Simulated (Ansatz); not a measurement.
Results of r²SCAN+rVV10 (PAW; Ansatz, a program for electronic structure) for 1T (CdI2-type) MnI₂.

Settings: plane-wave cutoff 560 eV, 12×12×6 k mesh (along the axes of the cell as run), Fermi–Dirac smearing 0.01 eV, spin-polarised with parallel moments, scalar-relativistic PAW data made under PBE.

The volume scan:

```tsv
V (Å³/atom)	E − E_lowest (meV/atom)
32.127	3.48
32.796	0.82
33.466	0.00
34.135	0.68
34.804	2.52
```

**Question.** Fit the third-order Birch–Murnaghan equation and give B0 and B′.

**Answer.** V0 = 33.474 Å³/atom, B0 = 17.7 GPa, B′ = 10.1 (fit to the energies at full precision).

Shape and atoms are relaxed at each volume.

Note: the magnetic order was assumed, not searched for or taken from measurement; the bulk modulus comes from volumes at which shape and atoms were relaxed.

Spin–orbit coupling is not included.

Computed values are for the static lattice.

Cost on a shared machine: roughly 60 core-minutes.
